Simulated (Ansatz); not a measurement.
Cell and atoms of amorphous Si$_{20}$P$_{2}$O$_{45}$:

```xyz
67
Lattice="10.1226 0.0000 0.0000 0.0000 10.1226 0.0000 0.0000 0.0000 10.1226" Properties=species:S:1:pos:R:3 pbc="T T T"
Si     1.3203     3.8984     4.6251
Si     0.6084     5.7285     2.4665
Si     4.2420     8.8375     9.4399
Si     4.7285     1.5750     5.1050
Si     3.3330     5.5067     1.1082
Si     3.3667     6.1582     8.2471
Si     4.2966     2.6725     2.2761
Si     8.2660     7.3399     3.0218
Si     1.7522     1.4829     2.5347
Si     6.3162     0.6981     8.7911
Si     6.3409     6.0214     0.9958
Si    10.0319     1.7793     6.0357
Si     7.3863     0.3420     5.9544
Si     8.6144     7.9101     5.3441
Si     9.8774     3.0287     0.9774
Si     3.4542     3.6429     6.8326
Si     1.1159     2.3175     8.5908
Si     2.1376    10.0009     4.8648
Si     1.2604     7.8690     6.7271
Si     6.7465     3.0338     0.5181
P      6.7457     8.6807     0.6366
P      1.3401     9.5244     9.3579
O      3.6821     0.3316     5.0609
O      9.8310     7.5511     6.4000
O      8.3005     2.7012     0.7859
O      7.9609     6.6218     4.5788
O      1.6956     0.9370     9.2740
O      2.7151     8.9848     9.9852
O      4.3197     7.4754     8.5464
O      0.4353     1.6869     1.6144
O      7.2358     9.8140     9.8059
O      0.5202     3.3239     9.6971
O      4.7502     6.3081     1.2552
O      7.1375     0.8986     7.4527
O      6.1684     2.1837     9.3832
O      1.2400     0.8952     5.7595
O      1.9862     8.4665     5.3916
O      2.0613     6.5998     7.3573
O      0.0537     3.2848     5.4421
O      7.4253     8.7024     1.9887
O      3.6330     4.0389     1.7133
O      7.1969     6.1896     2.3237
O      7.5277     8.8549     6.1386
O      4.8665    10.0779     8.5765
O      0.1527     9.1197    10.1066
O      6.1781     0.8590     5.0133
O      2.0688     6.1669     1.8696
O      2.3836     3.0195     7.8892
O      2.6273     4.1527     5.5423
O      9.6666     6.9013     2.2532
O      1.6765     0.0542     3.3133
O      8.9641     8.6626     3.9294
O      0.8894     5.3412     4.0324
O      9.9718     1.9181     7.6542
O      6.5441     4.6221     0.2059
O     10.0931     4.3668     1.8326
O      4.5094     2.6120     3.8811
O      1.7555     2.7773     3.5293
O      6.8859     7.2688    10.0798
O      3.2315     1.5142     1.7945
O      5.1744     8.8983     0.7193
O      4.1756     4.9762     7.4590
O      5.8261     2.5254     1.7500
O      2.9050     5.5063     9.6594
O      1.3902     9.0829     7.8427
O      4.5492     2.4910     6.4572
O      8.7378     1.0565     5.4180
```

All values below come from PBE, scalar-relativistic without spin-orbit coupling (plane waves to 420 eV, PAW; Ansatz, a program for electronic structure).

The cell was made by melting and quenching with the CHGNet potential and then relaxed with DFT. O atoms were pushed apart under 1.9 Å during the dynamics, to hinder bonds among them. The hot cell started wider than the set density and was brought back towards it in steps. It is the lowest in DFT energy of 2 quenches. It is a model cell: composition and starting density were chosen by hand, and all elements were melted together. No dispersion term was used. Its density started from a set value of 2.15 and ended at 2.15 g/cm³. Cooling (nominally 140 K/ps over its main leg) ran many orders faster than in experiment, which tends to leave more defects and strain. A cell of this size samples the disorder only roughly. The volume was held where the preparation left it, at a PBE pressure of 2.0 GPa. Stress components on the final sampling reach 4.0 GPa.

Cut-offs for bonds: Si-Si 2.60 Å, Si-P 2.55 Å, Si-O 2.04 Å, P-P 2.50 Å, P-O 2.08 Å, O-O 1.58 Å. Two cations that share two anions don't count as bonded, nor two that share one unless they lie closer than Si-Si 2.38 Å, Si-P 2.33 Å, P-P 2.29 Å.

Problem. Give the coordination numbers, mean bond lengths and angles.

Solution. 
| Item | Result |
|---|---|
| Mean coordination of Si by anions | 4.05 (19 with 4, 1 with 5) |
| Mean coordination of P by anions | 4.00 (2 with 4) |
| Mean coordination of O | 1.98 (1 with 1, 44 with 2) |
| Mean Si-O bond | 1.637 Å (spread 0.041 Å, 81 counted) |
| Mean P-O bond | 1.557 Å (spread 0.044 Å, 8 counted) |
| Bond angle at Si | mean 109.3°, spread 8.2° |
| Bond angle at P | mean 109.2°, spread 6.0° |
| Bond angle at O | mean 135.7°, spread 15.7° |

Problem. Which atoms depart from the most common coordination of their element?

Solution. Si8 has 5 (O50 1.66 Å, O42 1.72 Å, O26 1.74 Å, O52 1.75 Å, O40 1.91 Å); O45 has 1 (P22 1.46 Å).

Problem. List the pairs of like atoms that count as bonded by the rules above.

Solution. There are none by these rules.

Problem. What Bader charges do the atoms carry, from a run on the zone centre alone?

Solution. Means (range): Si +3.28 e (+3.24 to +3.30), P +3.75 e (+3.74 to +3.75), O -1.63 e (-1.67 to -1.44).
```json
[
 {"atom": "Si1", "charge (e)": "+3.29"},
 {"atom": "Si2", "charge (e)": "+3.29"},
 {"atom": "Si3", "charge (e)": "+3.27"},
 {"atom": "Si4", "charge (e)": "+3.29"},
 {"atom": "Si5", "charge (e)": "+3.30"},
 {"atom": "Si6", "charge (e)": "+3.28"},
 {"atom": "Si7", "charge (e)": "+3.29"},
 {"atom": "Si8", "charge (e)": "+3.24"},
 {"atom": "Si9", "charge (e)": "+3.28"},
 {"atom": "Si10", "charge (e)": "+3.28"},
 {"atom": "Si11", "charge (e)": "+3.27"},
 {"atom": "Si12", "charge (e)": "+3.29"},
 {"atom": "Si13", "charge (e)": "+3.30"},
 {"atom": "Si14", "charge (e)": "+3.25"},
 {"atom": "Si15", "charge (e)": "+3.30"},
 {"atom": "Si16", "charge (e)": "+3.29"},
 {"atom": "Si17", "charge (e)": "+3.29"},
 {"atom": "Si18", "charge (e)": "+3.29"},
 {"atom": "Si19", "charge (e)": "+3.29"},
 {"atom": "Si20", "charge (e)": "+3.30"},
 {"atom": "P21", "charge (e)": "+3.75"},
 {"atom": "P22", "charge (e)": "+3.74"},
 {"atom": "O23", "charge (e)": "-1.65"},
 {"atom": "O24", "charge (e)": "-1.64"},
 {"atom": "O25", "charge (e)": "-1.65"},
 {"atom": "O26", "charge (e)": "-1.60"},
 {"atom": "O27", "charge (e)": "-1.60"},
 {"atom": "O28", "charge (e)": "-1.59"},
 {"atom": "O29", "charge (e)": "-1.64"},
 {"atom": "O30", "charge (e)": "-1.63"},
 {"atom": "O31", "charge (e)": "-1.57"},
 {"atom": "O32", "charge (e)": "-1.64"},
 {"atom": "O33", "charge (e)": "-1.65"},
 {"atom": "O34", "charge (e)": "-1.64"},
 {"atom": "O35", "charge (e)": "-1.64"},
 {"atom": "O36", "charge (e)": "-1.66"},
 {"atom": "O37", "charge (e)": "-1.63"},
 {"atom": "O38", "charge (e)": "-1.64"},
 {"atom": "O39", "charge (e)": "-1.64"},
 {"atom": "O40", "charge (e)": "-1.52"},
 {"atom": "O41", "charge (e)": "-1.66"},
 {"atom": "O42", "charge (e)": "-1.62"},
 {"atom": "O43", "charge (e)": "-1.64"},
 {"atom": "O44", "charge (e)": "-1.63"},
 {"atom": "O45", "charge (e)": "-1.44"},
 {"atom": "O46", "charge (e)": "-1.64"},
 {"atom": "O47", "charge (e)": "-1.64"},
 {"atom": "O48", "charge (e)": "-1.65"},
 {"atom": "O49", "charge (e)": "-1.65"},
 {"atom": "O50", "charge (e)": "-1.63"},
 {"atom": "O51", "charge (e)": "-1.63"},
 {"atom": "O52", "charge (e)": "-1.60"},
 {"atom": "O53", "charge (e)": "-1.64"},
 {"atom": "O54", "charge (e)": "-1.64"},
 {"atom": "O55", "charge (e)": "-1.64"},
 {"atom": "O56", "charge (e)": "-1.66"},
 {"atom": "O57", "charge (e)": "-1.65"},
 {"atom": "O58", "charge (e)": "-1.67"},
 {"atom": "O59", "charge (e)": "-1.57"},
 {"atom": "O60", "charge (e)": "-1.63"},
 {"atom": "O61", "charge (e)": "-1.58"},
 {"atom": "O62", "charge (e)": "-1.63"},
 {"atom": "O63", "charge (e)": "-1.65"},
 {"atom": "O64", "charge (e)": "-1.64"},
 {"atom": "O65", "charge (e)": "-1.62"},
 {"atom": "O66", "charge (e)": "-1.64"},
 {"atom": "O67", "charge (e)": "-1.64"}
]
```
